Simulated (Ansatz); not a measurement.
Ansatz (an electronic-structure program) run on LuTl3 (P4mm, 4 atoms in the cell): self-consistent single point.

Method of the run: PBEsol, default PAW files made with PBE (plane waves; Ansatz).

```yaml
crystal:
  lattice:
    - [4.70204, 0.00000, 0.00000]
    - [0.00000, 4.70204, 0.00000]
    - [0.00000, 0.00000, 4.70204]
  atoms:
    - { symbol: Lu, position: [0.00000, 0.00000, 0.01063] }
    - { symbol: Tl, position: [0.00000, 0.50000, 0.50000] }
    - { symbol: Tl, position: [0.50000, 0.00000, 0.50000] }
    - { symbol: Tl, position: [0.50000, 0.50000, 0.00000] }
```

Reference input (self-consistent single point, DFT, PBEsol, plane waves, default PAW files made with PBE): basis.ecutwfc = 30.9 Ry; kpoints.mp_grid.grid = 7 7 7; hamiltonian.xc = pbesol; hamiltonian.pseudopotentials = {kind: paw} (the program's default PAW files); scf.occupations.method = fermi_dirac; scf.occupations.width = 0.0073 Ry. This run's input differs from it in these lines:

Ansatz 0.2 input:
```diff
@@ -13,3 +13,3 @@
 kpoints:
-  mp_grid: { grid: [7, 7, 7] }
+  mp_grid: { grid: [9, 9, 9], shift: [0.5, 0.5, 0.5] }
 hamiltonian:
```

Log, with long lists cut:

```
SCF iter   1: F=—  HF=-48499.293362 eV  |F-HF|=—  |Δ(HF+E_count)|=         —  Δρ=3.10e-3  dr2=2.80e-2  ethr=1.77e-3  ⟨swp⟩=7.6  Hψ=12959  notcnv=0  defer=4
all-band conjugate gradients solve this SCF's bands
preconditioner: auto → Kerker (q_TF=auto, 2.516 Å⁻¹)
SCF iter   2: F=—  HF=-48499.285848 eV  |F-HF|=—  |Δ(HF+E_count)|=   7.51e-3  Δρ=1.96e-3  dr2=1.27e-2  ethr=4.37e-5  ⟨swp⟩=2.0  Hψ=5805  notcnv=0  defer=4
   [... lines left out ...]
SCF iter   5: F=—  HF=-48499.281868 eV  |F-HF|=—  |Δ(HF+E_count)|=   2.20e-4  Δρ=1.82e-4  dr2=7.17e-5  ethr=8.67e-7  ⟨swp⟩=3.0  Hψ=5410  notcnv=0  defer=4
SCF iter   6: F=—  HF=-48499.281867 eV  |F-HF|=—  |Δ(HF+E_count)|=   6.78e-7  Δρ=6.87e-5  dr2=6.76e-6  ethr=1.12e-7  ⟨swp⟩=2.1  Hψ=5366  notcnv=0  defer=4
SCF iter   7: F=—  HF=-48499.281868 eV  |F-HF|=—  |Δ(HF+E_count)|=   1.14e-6  Δρ=2.45e-5  dr2=4.55e-7  ethr=1.06e-8  ⟨swp⟩=2.1  Hψ=5267  notcnv=0  defer=4
SCF iter   8: F=-48499.281867 eV  HF=-48499.281867 eV  |F-HF|=2.62e-8  |Δ(HF+E_count)|=   1.30e-6  Δρ=4.17e-6  dr2=2.23e-8  ethr=1.56e-10  ⟨swp⟩=9.6  Hψ=20425  notcnv=0
SCF 1 converged in 8 iterations: F = -48499.281867 eV  dr2 = 2.23e-8
Free energy (F): -48499.281867 eV
Internal energy: -48499.208486 eV  (E = F + TS)
E sigma→0 (E₀):  -48499.245176 eV
Entropy (-TS):   -0.073381 eV (-18.345 meV/atom)
Fermi energy:    12.702390 eV
--- Forces (eV/Å), atoms counted from 1 ---
  atom   1  Lu     0.00000000     0.00000000    -0.15046919
  atom   2  Tl     0.00000000     0.00000000     0.08579355
  atom   3  Tl     0.00000000     0.00000000     0.08579355
  atom   4  Tl     0.00000000     0.00000000    -0.02111408
--- Stress (GPa, compression-positive) ---
       -1.710939       0.000000      -0.000000
        0.000000      -1.710939       0.000000
       -0.000000       0.000000      -1.715665
  P = ⅓ Tr σ = -1.7125 GPa (-17.125 kbar)
  The stress holds the Pulay correction. Without it, at fixed plane waves, as pw.x and ABINIT print it: P = -1.7617 GPa
```

The run converged in 8 iterations. Against the reference run the free energy rises by 3.6 meV/atom, the pressure goes from -1.83 to -1.71 GPa and the largest force goes from 0.144 to 0.150 eV/Å.

The starting cell comes from a database of computed structures (which also holds hypothetical and non-ambient phases and stackings), without a prior relaxation at this level. Its lattice was rescaled by up to half a per cent. One atom was moved a little off its site on purpose. Ansatz's pressure includes its estimate of the finite-basis (Pulay) stress.

Cost on one core of a shared machine: roughly 30 s.
